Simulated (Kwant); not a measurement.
Kwant, Hückel tight-binding model, one pz orbital an atom, one spin, coherent transport at 0 K. Conductance is in e²/h.

System: π system c1ccc2ncccc2c1 between two chain leads. The π system is taken as planar. Atoms are numbered from 0 in the order of the SMILES. Site energies (eV, carbon 0): [0.0, 0.0, 0.0, 0.0, -1.5, 0.0, 0.0, 0.0, 0.0, 0.0]. Bonds (i, j, β in eV): (0,1,-3) (1,2,-3) (2,3,-3) (3,4,-3) (4,5,-3) (5,6,-3) (6,7,-3) (7,8,-3) (8,9,-3) (9,0,-3) (8,3,-3). Leads: chains of hopping −4.5 eV, joined by −1.5 eV to atoms 2 and 7.

Site energies and bond integrals are typed Hückel values.

Sweep values stay those of the base run.

One input was changed, with this effect: transmission at E = 0 0.012 → 0.00034.

Task: Which change was it?
(A) contacts moved from atoms [2, 7] to [0, 5]
(B) contacts moved from atoms [2, 7] to [2, 6]
(C) contacts moved from atoms [2, 7] to [0, 2]
(D) contacts moved from atoms [2, 7] to [6, 9]
(E) contacts moved from atoms [2, 7] to [0, 1]
(F) contacts moved from atoms [2, 7] to [1, 9]

Result: F, contacts moved from atoms [2, 7] to [1, 9]
